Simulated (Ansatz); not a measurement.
We look at the energy of the reaction as written. Reaction: cell B + 3 H2O (gas) → cell A. A negative value means that the right-hand side lies lower.

Cell A: a slab of LiF (rock salt, Fm-3m) cut along (100), 44 atoms, square cell of 5.75 Å (33.1 Å²), symmetry P1 within 0.02 Å, 10.5 Å thick under 15 Å of vacuum, in-plane vectors held at the crystal's; planes from bottom to top: Li4F4 × 4 | H | H6O4 | H, its two faces unlike (dipole correction applied); added, foreign or displaced atoms, above the top plane: H2O with no bond to the solid, its nearest contact O···Li 2.64 Å; H2O bound through O to 1 Li at 2.34 Å; H2O bound through O to 1 Li at 2.33 Å; H2O with no bond to the solid, its nearest contact O···Li 3.54 Å; spin state with PBE: run without spin, k-point mesh 4×4×1.
```yaml
crystal:
  lattice:
    - [5.75209, 0.00000, 0.00000]
    - [0.00000, 5.75209, 0.00000]
    - [0.00000, 0.00000, 25.01066]
  atoms:
    - { symbol: F, position: [0.24250, 0.23676, 0.39753] }
    - { symbol: F, position: [0.99273, 0.98632, 0.31544] }
    - { symbol: F, position: [0.24314, 0.24108, 0.56017] }
    - { symbol: F, position: [0.99153, 0.98713, 0.47817] }
    - { symbol: Li, position: [0.99261, 0.98641, 0.39673] }
    - { symbol: Li, position: [0.24244, 0.23656, 0.31819] }
    - { symbol: Li, position: [0.99622, 0.97650, 0.55439] }
    - { symbol: Li, position: [0.24298, 0.23743, 0.47948] }
    - { symbol: F, position: [0.24275, 0.73617, 0.39780] }
    - { symbol: F, position: [0.99267, 0.48661, 0.31541] }
    - { symbol: F, position: [0.24215, 0.73776, 0.55939] }
    - { symbol: F, position: [0.99039, 0.48493, 0.47895] }
    - { symbol: Li, position: [0.99232, 0.48637, 0.39738] }
    - { symbol: Li, position: [0.24254, 0.73641, 0.31820] }
    - { symbol: Li, position: [0.99158, 0.48915, 0.56321] }
    - { symbol: Li, position: [0.24381, 0.73612, 0.47891] }
    - { symbol: F, position: [0.74267, 0.23648, 0.39737] }
    - { symbol: F, position: [0.49249, 0.98642, 0.31544] }
    - { symbol: F, position: [0.74938, 0.23105, 0.56621] }
    - { symbol: F, position: [0.49361, 0.98902, 0.47880] }
    - { symbol: Li, position: [0.49244, 0.98694, 0.39731] }
    - { symbol: Li, position: [0.74267, 0.23647, 0.31811] }
    - { symbol: Li, position: [0.48731, 0.98842, 0.56488] }
    - { symbol: Li, position: [0.74283, 0.23553, 0.47837] }
    - { symbol: F, position: [0.74227, 0.73629, 0.39758] }
    - { symbol: F, position: [0.49254, 0.48654, 0.31538] }
    - { symbol: F, position: [0.73758, 0.73513, 0.55960] }
    - { symbol: F, position: [0.49410, 0.48437, 0.47858] }
    - { symbol: Li, position: [0.49265, 0.48605, 0.39664] }
    - { symbol: Li, position: [0.74254, 0.73647, 0.31822] }
    - { symbol: Li, position: [0.48913, 0.49048, 0.55623] }
    - { symbol: Li, position: [0.74009, 0.73613, 0.47926] }
    - { symbol: O, position: [0.95980, 0.02016, 0.65912] }
    - { symbol: H, position: [0.12993, 0.04597, 0.65637] }
    - { symbol: H, position: [0.88456, 0.12007, 0.63230] }
    - { symbol: O, position: [0.96908, 0.55698, 0.65529] }
    - { symbol: H, position: [0.11872, 0.51787, 0.67097] }
    - { symbol: H, position: [0.96473, 0.73171, 0.65321] }
    - { symbol: O, position: [0.43332, 0.02153, 0.65708] }
    - { symbol: H, position: [0.50876, 0.89253, 0.67526] }
    - { symbol: H, position: [0.49655, 0.16605, 0.67288] }
    - { symbol: O, position: [0.55472, 0.46201, 0.69695] }
    - { symbol: H, position: [0.57448, 0.45223, 0.73539] }
    - { symbol: H, position: [0.71738, 0.48869, 0.68296] }
```

Cell B: a slab of LiF (rock salt, Fm-3m) cut along (100), 35 atoms, square cell of 5.75 Å (33.1 Å²), symmetry P1 within 0.02 Å, 8.8 Å thick under 15 Å of vacuum, in-plane vectors held at the crystal's; planes from bottom to top: Li4F4 × 4 | H | HO; added, foreign or displaced atoms, above the top plane: H2O bound through O to 1 Li at 2.17 Å; spin state with PBE: run without spin, k-point mesh 4×4×1.
```yaml
crystal:
  lattice:
    - [5.75209, 0.00000, 0.00000]
    - [0.00000, 5.75209, 0.00000]
    - [0.00000, 0.00000, 24.27797]
  atoms:
    - { symbol: F, position: [0.24484, 0.25608, 0.41280] }
    - { symbol: F, position: [0.99508, 0.00639, 0.32818] }
    - { symbol: F, position: [0.24641, 0.25688, 0.58093] }
    - { symbol: F, position: [0.99599, 0.00621, 0.49667] }
    - { symbol: Li, position: [0.99537, 0.00643, 0.41236] }
    - { symbol: Li, position: [0.24518, 0.25636, 0.33111] }
    - { symbol: Li, position: [0.97937, 0.01802, 0.58684] }
    - { symbol: Li, position: [0.24253, 0.25385, 0.49740] }
    - { symbol: F, position: [0.24490, 0.75656, 0.41278] }
    - { symbol: F, position: [0.99512, 0.50634, 0.32823] }
    - { symbol: F, position: [0.25411, 0.74789, 0.58455] }
    - { symbol: F, position: [0.99662, 0.50722, 0.49641] }
    - { symbol: Li, position: [0.99549, 0.50639, 0.41210] }
    - { symbol: Li, position: [0.24518, 0.75636, 0.33103] }
    - { symbol: Li, position: [0.99229, 0.50604, 0.57705] }
    - { symbol: Li, position: [0.24330, 0.75799, 0.49647] }
    - { symbol: F, position: [0.74537, 0.25620, 0.41299] }
    - { symbol: F, position: [0.49521, 0.00638, 0.32825] }
    - { symbol: F, position: [0.74172, 0.25988, 0.58047] }
    - { symbol: F, position: [0.49381, 0.00552, 0.49632] }
    - { symbol: Li, position: [0.49484, 0.00624, 0.41212] }
    - { symbol: Li, position: [0.74514, 0.25640, 0.33108] }
    - { symbol: Li, position: [0.49763, 0.00743, 0.57658] }
    - { symbol: Li, position: [0.74659, 0.25513, 0.49644] }
    - { symbol: F, position: [0.74546, 0.75658, 0.41290] }
    - { symbol: F, position: [0.49523, 0.50633, 0.32829] }
    - { symbol: F, position: [0.74500, 0.75557, 0.57947] }
    - { symbol: F, position: [0.49417, 0.50652, 0.49600] }
    - { symbol: Li, position: [0.49483, 0.50629, 0.41260] }
    - { symbol: Li, position: [0.74517, 0.75635, 0.33114] }
    - { symbol: Li, position: [0.49794, 0.50419, 0.57724] }
    - { symbol: Li, position: [0.74787, 0.75858, 0.49709] }
    - { symbol: O, position: [0.05196, 0.94346, 0.67262] }
    - { symbol: H, position: [0.16684, 0.84703, 0.65316] }
    - { symbol: H, position: [0.14262, 0.06383, 0.69052] }
```

Reference: an isolated H2O molecule (singlet) in a box of 11 × 13 × 13 Å.

All numbers come from Ansatz (a quantum-chemistry and plane-wave program), plane waves with PAW, its PAW set soft_1, cutoff 420 eV. The structures are at rest with PBE, within the held lattices; other levels are single points on them. HSE06 runs on coarser k-point meshes, mended by the PBE difference between the two meshes. Neutral cells; Fermi-Dirac smearing of at most 0.05 eV in the solids, energies taken to zero width. The lattices are those relaxed with PBE, so at other levels the solids can be strained, which adds to the spread. Larger cells are relaxed from a start prepared with the learned potential CHGNet, on a coarser mesh till forces fall under 0.03 eV/Å, which some starts already meet. A dispersion term (D3(BJ), or D4 for r2SCAN) was computed beside these levels and is taken off wherever the name lacks it. Space groups of crystals are read within 0.01 Å. No zero-point or thermal terms. Cells are local rest points, mostly with their start's symmetry. No correction for cell size.

### Question
What is the computed value (HSE06)?

### Answer
-1.43 eV, for cell B + 3 H2O (gas) → cell A.

### Question
List the value at the remaining levels and say how far they part.

### Answer
| Method | value (eV) | less HSE06 |
|---|---|---|
| PBE | -1.47 | -0.04 |

The levels shown span only 0.04 eV, too little to tell them apart.
